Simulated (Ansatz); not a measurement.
Model glasses of amorphous Ga2O3, 63 to 67 atoms (Ga24O36 before any change). Each row is one cell at a composition chosen by hand, melted whole on the CHGNet potential with the anions pushed apart under 1.9 Å, quenched within some picoseconds, far faster than a real film, and relaxed with PBE, scalar-relativistic without spin-orbit coupling (plane waves to 420 eV, PAW; Ansatz, a quantum-chemistry and plane-wave program). Each is the lower in DFT energy of 2 quenches. Cycles of charging and discharging were tried on the cells ahead of these points, and a cell that came back lower was taken. The column on the box says what of it was relaxed with the atoms; held means as the quench left it. Cells that kept moments or hold spare charge are left out, and those that charging annealed.

From the neutral cell one electron is taken away, or one added, and the atoms relax (PBE, the zone centre alone, moment held at 1 μB, uniform background; no image-charge correction, which leaves W too low where the charge is localised). W = E(+1) + E(−1) − 2 E(0) is the cost of moving an electron from one such cell to another; the spacing parts the highest filled and lowest empty level of the neutral cell, which ran without spin polarisation.

Formal charges balance in every cell (each cation at its usual highest valence, Cu and Ag at +1, Sb at +3, H at +1, O at −2, N at −3, F and Cl at −1). R− and R+ are the energies that the atoms' relaxation gave back after the electron was added or removed.

```json
[
 {"cell": "Ga24O39In2", "change": "+2 In, +3 O", "box": "volume and shape", "spacing (eV)": "1.31", "R− (eV)": "0.01", "R+ (eV)": "0.51", "spacing − R− − R+ (eV)": "0.79", "W (eV)": "1.02"},
 {"cell": "Ga24O41P2", "change": "+5 O, +2 P", "box": "shape", "spacing (eV)": "1.51", "R− (eV)": "0.02", "R+ (eV)": "0.44", "spacing − R− − R+ (eV)": "1.05", "W (eV)": "1.35"},
 {"cell": "Ga24O39Al2", "change": "+2 Al, +3 O", "box": "shape", "spacing (eV)": "1.65", "R− (eV)": "0.02", "R+ (eV)": "0.42", "spacing − R− − R+ (eV)": "1.21", "W (eV)": "withheld"},
 {"cell": "Ga24O38Si", "change": "+2 O, +1 Si", "box": "shape", "spacing (eV)": "1.42", "R− (eV)": "0.01", "R+ (eV)": "0.13", "spacing − R− − R+ (eV)": "1.28", "W (eV)": "1.50"},
 {"cell": "Ga24O39Mo", "change": "+1 Mo, +3 O", "box": "shape", "spacing (eV)": "1.59", "R− (eV)": "0.01", "R+ (eV)": "0.13", "spacing − R− − R+ (eV)": "1.45", "W (eV)": "1.59"},
 {"cell": "Ga24O37Na2", "change": "+2 Na, +1 O", "box": "shape", "spacing (eV)": "1.67", "R− (eV)": "0.01", "R+ (eV)": "0.12", "spacing − R− − R+ (eV)": "1.54", "W (eV)": "1.67"},
 {"cell": "Ga24O39B2", "change": "+2 B, +3 O", "box": "shape", "spacing (eV)": "1.81", "R− (eV)": "0.02", "R+ (eV)": "0.22", "spacing − R− − R+ (eV)": "1.57", "W (eV)": "1.71"},
 {"cell": "Ga24O39Y2", "change": "+3 O, +2 Y", "box": "shape", "spacing (eV)": "1.77", "R− (eV)": "0.02", "R+ (eV)": "0.13", "spacing − R− − R+ (eV)": "1.62", "W (eV)": "1.85"},
 {"cell": "Ga24O39La2", "change": "+2 La, +3 O", "box": "shape", "spacing (eV)": "1.98", "R− (eV)": "0.02", "R+ (eV)": "0.18", "spacing − R− − R+ (eV)": "1.78", "W (eV)": "1.90"}
]
```

Problem. Fit a straight line of the last column on the one before it through the 8 full rows, and predict the withheld value for Ga24O39Al2.

Solution. Means: x = 1.385, y = 1.574. Slope = Σ(Δx Δy) / Σ(Δx²) = 0.6471 / 0.7510 = 0.862; intercept = 1.574 − (0.862) × 1.385 = 0.380 eV; r.m.s. residual 0.044 eV. Prediction: 0.380 + (0.862) × 1.21 = 1.42 eV. The run gave 1.34 eV, a miss of 0.08 eV, within twice the residual.

Problem. What would a slope of 1 with no intercept mean?

Solution. That adding and removing an electron at fixed atoms costs just the level spacing, as it does for levels spread over a large cell, so that W follows by bookkeeping. The fit has 0.862 and 0.380 eV; a departure holds the carrier's repulsion on its site, which raises W, and the uncorrected background, which lowers it.
